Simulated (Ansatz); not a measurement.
An Ansatz (an electronic-structure program) run: hypothetical fluorite ZrSe2 with a change (Se → O); DFT with PBEsol, PAW potentials and a 420 eV plane-wave cutoff in Ansatz, no spin-orbit coupling.

Input:

Ansatz 0.2 input:
```yaml
crystal:
  lattice:
    - [0, 2.53204633, 2.53204633]
    - [2.53204633, 0, 2.53204633]
    - [2.53204633, 2.53204633, 0]
  atoms:
    - { symbol: Zr, position: [0, 0, 0] }
    - { symbol: O, position: [0.25, 0.25, 0.25] }
    - { symbol: O, position: [0.75, 0.75, 0.75] }
basis: { ecutwfc: 420, ecutrho_ratio: 4, xc_grid: 2, fft_grid_basis: typed }
kpoints: { mp_grid: { grid: [11, 11, 11] } }
hamiltonian:
  xc: pbesol
  dispersion: none
  pseudopotentials: { kind: paw }
scf: { occupations: { method: fermi_dirac, width: 0.05 }, convergence: { dr2_threshold: 0.0000000003 } }
output: { forces: true, stress: true }
checkpoint: { write: state.ck, write_every: 1000 }
```

Output:

```
WARN ansatz: RAYON_NUM_THREADS=1 ignored (pool sized by the plan → 1); use --threads N
Pseudopotentials: kind: paw
Pseudopotential: Zr, paw, valence charge 12
Pseudopotential: O, paw, valence charge 6
Functional definition: PBEsol
Crystal: 3 atoms, lattice volume = 32.467 Å³
Basis set: ecut = 420 eV, 609 PW (Γ), exchange–correlation on 48×48×48 points (8 copies of the dense FFT grid, shifted against one another)
Bands: 16, of which v1, the nominal top of the filled ones, is band 12 counted from 1 (11 counted from 0)
Symmetry: 48 space group operations
Space group: Fm-3m (ITA 225), of the structure as read, at distance tolerance 3.2e-5 Å
k-points: 56 of 1331
PAW frozen core: Zr, regenerated for the run's functional, and the local potential with it
PAW frozen core: O, regenerated for the run's functional, and the local potential with it
Initial density: superposition of atomic densities (neutral atoms: chi_scale 0, normalization atom), corrected by the library's trained network
Initial wavefunctions: pseudopotential atomic-orbital guess
Eigensolver: davidson
Functional: x = pbesol(κ = 0.804, μ = 0.12345679012345678), c = pbesol(β = 0.046)
SCF iter   1: F=—  HF=-5255.646399 eV  |F-HF|=—  |Δ(HF+E_count)|=         —  Δρ=1.65e-2  dr2=7.09e-2  ethr=1.77e-3  ⟨swp⟩=5.6  Hψ=4169  notcnv=0
all-band conjugate gradients solve this SCF's bands
preconditioner: auto → none
SCF iter   2: F=—  HF=-5255.637646 eV  |F-HF|=—  |Δ(HF+E_count)|=   8.75e-3  Δρ=1.12e-2  dr2=3.54e-2  ethr=2.95e-4  ⟨swp⟩=2.0  Hψ=1987  notcnv=0
SCF iter   3: F=—  HF=-5255.628389 eV  |F-HF|=—  |Δ(HF+E_count)|=   9.26e-3  Δρ=1.39e-3  dr2=4.08e-4  ethr=1.47e-4  ⟨swp⟩=2.0  Hψ=1464  notcnv=0
SCF iter   4: F=—  HF=-5255.628340 eV  |F-HF|=—  |Δ(HF+E_count)|=   4.90e-5  Δρ=3.71e-4  dr2=1.44e-5  ethr=1.70e-6  ⟨swp⟩=2.0  Hψ=1507  notcnv=0
SCF iter   5: F=—  HF=-5255.628292 eV  |F-HF|=—  |Δ(HF+E_count)|=   4.83e-5  Δρ=3.76e-5  dr2=3.89e-7  ethr=6.01e-8  ⟨swp⟩=2.7  Hψ=1562  notcnv=0
SCF iter   6: F=—  HF=-5255.628291 eV  |F-HF|=—  |Δ(HF+E_count)|=   5.94e-7  Δρ=5.31e-6  dr2=2.70e-9  ethr=1.62e-9  ⟨swp⟩=2.7  Hψ=1659  notcnv=0
SCF iter   7: F=-5255.628291 eV  HF=-5255.628291 eV  |F-HF|=1.09e-11  |Δ(HF+E_count)|=   4.32e-9  Δρ=3.21e-7  dr2=2.20e-11  ethr=1.25e-12  ⟨swp⟩=5.0  Hψ=3305  notcnv=0
SCF 1 converged in 7 iterations: F = -5255.628291 eV  dr2 = 2.20e-11
SCF converged after 7 iterations
Free energy (F): -5255.628291 eV
Harris-Foulkes:  -5255.628291 eV  (|F-HF|=1.09e-11)
Internal energy: -5255.628291 eV  (E = F + TS)
E sigma→0 (E₀):  -5255.628291 eV
Fermi energy:    13.950217 eV
--- Per-component energies (eV) ---
  E_band       = -57.489653
  E_kinetic    = 687.225828
  E_local      = -1126.387230  (includes V_loc(G=0)·N_el)
  E_nonlocal   = 173.432997
  E_hartree    = 370.224038
  E_xc         = -308.978274
  E_vxc        = -381.054683  (∫ρ·V_xc dr)
  E_paw        = -3203.482591  (= ΣΔE_a)
  E_vpaw       = -151.159528  (= ΣTr[D̂ρ^β])
  E_aug_tail   = 0.005034  (compensation charges beyond the density's cutoff)
  E_ewald      = -1847.904390
  E_core_change = 0.236296  (= ΣΔE_core)
  E_smearing   = -0.000000  (= −TS)
  E_closure    = 0.000000  (closes the sum)
  Σ components = -5255.628291   (vs F -5255.628291, Δ=0.00e0)
  [band-id]    e_kinetic+e_local+e_nonlocal+2·e_hartree+e_vxc+e_vpaw+e_augmentation_tail = -57.489506   (vs E_band -57.489653, Δ=1.47e-4)
--- Forces (eV/Å), atoms counted from 1 ---
  atom   1  Zr    -0.00000000    -0.00000000    -0.00000000
  atom   2  O      0.00000000    -0.00000000    -0.00000000
  atom   3  O      0.00000000    -0.00000000    -0.00000000
  max |Σ_I F_I| component: 5.78e-18 eV/Å
--- Stress (GPa, compression-positive) ---
       -0.003520       0.000000       0.000000
        0.000000      -0.003520       0.000000
        0.000000       0.000000      -0.003520
  P = ⅓ Tr σ = -0.0035 GPa (-0.035 kbar)
  The stress holds the Pulay correction. Without it, at fixed plane waves, as pw.x and ABINIT print it: P = -0.7558 GPa
  The stress includes an estimate of the error left by incomplete SCF convergence (largest component -0.0003 GPa).
--- Band table ---
  band table: none
```

Whether these cells are dynamically stable was not tested. The cell was made from ZrSe2 by this change: Se → O. This is not the structure that ZrO2 has at room temperature and ambient pressure.
